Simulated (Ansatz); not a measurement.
# Band edges of zincblende InP (F-43m) under uniaxial stress along [001]

Cell and atoms are relaxed with PBEsol to each stress (compression positive); bands and masses by r2SCAN with spin-orbit coupling, rigid bands (plane waves, PAW; Ansatz, a program for electronic structure). Strains are changes of length against the unloaded cell.

```cif
data_In4P4
_chemical_formula_sum 'In4 P4'
_space_group_name_H-M_alt 'F-43m'
_space_group_IT_number 216
_space_group_name_Hall 'F -4 2 3'
_cell_length_a 5.87798
_cell_length_b 5.87798
_cell_length_c 5.87798
_cell_angle_alpha 90.000
_cell_angle_beta 90.000
_cell_angle_gamma 90.000
loop_
_atom_site_label
_atom_site_type_symbol
_atom_site_symmetry_multiplicity
_atom_site_Wyckoff_symbol
_atom_site_fract_x
_atom_site_fract_y
_atom_site_fract_z
_atom_site_occupancy
In1 In 4 a 0.00000 0.00000 0.00000 1
P1 P 4 d 0.75000 0.75000 0.75000 1
```
(The calculation used a cell of 2 atoms; values per cell refer to that cell.)

```tsv
stress (GPa)	strain [001] (%)	strain [100] (%)	gap (eV)	mₑ* [001]	mₑ* [100]	mₕ* [001]	mₕ* [100]
-7.00	10.37	-3.21	0.534	0.086	0.057	0.49	0.32
-5.00	7.62	-2.46	0.716	0.088	0.069	0.49	0.34
-3.00	4.78	-1.61	0.875	0.090	0.079	0.51	0.36
-1.00	1.70	-0.60	1.020	0.090	0.086	0.58	0.44
0	0	0	1.089	0.089	0.089	0.56	0.56
1.00	-1.83	0.67	1.056	0.088	0.092	0.32	0.49
3.00	-6.24	2.38	0.938	0.084	0.097	0.140	0.46
5.00	-13.14	5.27	0.672	0.72	0.25	0.104	0.48
```

[001] is the direction of the load; [010] strains as [100]. Masses are conductivity masses at 300 K in electron masses.

**Question.** From the two loads next to zero, find the Young modulus and the ratio of transverse to axial strain.

**Answer.** Between -1.00 and 1.00 GPa the strain along [001] changes by -3.53 % and that along [100] by 1.27 %. The modulus is 2.00/0.0353 = 57 GPa and the ratio of the strains 0.36 (PBEsol, atoms relaxed). Along [001] C₁₁ = E(1 − ν)/((1 + ν)(1 − 2ν)) and C₁₂ = C₁₁ν/(1 − ν), which gives C₁₁ ≈ 95 GPa and C₁₂ ≈ 53 GPa.

**Question.** Is the response still linear at the largest tension?

**Answer.** The modulus predicts 12.35 % at -7.00 GPa; the table has 10.37 %, so the crystal is stiffer there.

**Question.** How fast does the gap move on either side of zero load?

**Answer.** Under tension, (1.020 − 1.089) eV over -1.00 GPa = 69 meV/GPa, or about -4.1 eV per unit strain; under compression, (0.938 − 1.089) eV over 3.00 GPa = -50 meV/GPa, or about 2.4 eV per unit strain. The two slopes part by 119 meV/GPa; gaps are resolved to about 0.01 eV, which allows 13 meV/GPa, so they differ, even in sign: the gap has a turning point near zero load.

**Question.** Take the carrier density and the relaxation time as fixed, so that ρ ∝ m*. What gauge factor (Δρ/ρ)/ε follows for current along [001] at the loads next to zero?

**Answer.** holes at 1.00 GPa: (0.32/0.56 − 1)/-0.0183 ≈ 23. These are means over a finite load; the small-strain gauge factor differs, most where the load has already emptied the upper valleys or bands. Carriers and loads whose mass moves by under 12 % aren't resolved and aren't listed. The change of shape, which adds a term of order 1 to 2, and that of the scattering between valleys or bands are left out.

Masses are those of dilute carriers in rigid bands with one relaxation time, without polarons. Third decimals of gaps are kept for the arithmetic. Every relaxation keeps the zincblende phase (space group I-4m2 under this load), so a transition, a distortion that breaks the symmetry or fracture can't show. The smearing differs between some rows.
